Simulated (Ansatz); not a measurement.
We consider CrBr2 (C2/m, No. 12; cell taken from a computed entry), described by r²SCAN (Ansatz, a first-principles code, plane waves, PAW).

Numerical settings: plane-wave cutoff 560 eV, 10×10×6 k mesh (along the axes of the cell as run), Fermi–Dirac smearing 0.01 eV, spin-polarised start, scalar-relativistic PAW data made under PBE.

Cell (relaxed at this level):

Space group C2/m (No. 12); a = 7.261 Å, b = 3.655 Å, c = 6.497 Å, α = 90.00°, β = 95.36°, γ = 90.00°

| atom | site | symmetry | x | y | z |
|---|---|---|---|---|---|
| Cr | 2a | 2/m | 0.0000 | 0.0000 | 0.0000 |
| Br | 4i | m | 0.1479 | 0.5000 | 0.2320 |
(The calculation used a cell of 3 atoms; values per cell refer to that cell.)

Task: Give the computed band gap, smallest direct gap on the k points sampled and Γ–Γ gap.

Result: 
- band gap = 0.93 eV (indirect)
- smallest direct gap on the k points sampled = 1.12 eV
- Γ–Γ gap = 1.54 eV

Note: the magnetic order was assumed, not searched for or taken from measurement; the cell has widely spaced layers and the level no dispersion term, so their spacing and the moduli can rest on weak binding.

Spin–orbit coupling is not included.

Static lattice: no zero-point or thermal effects.
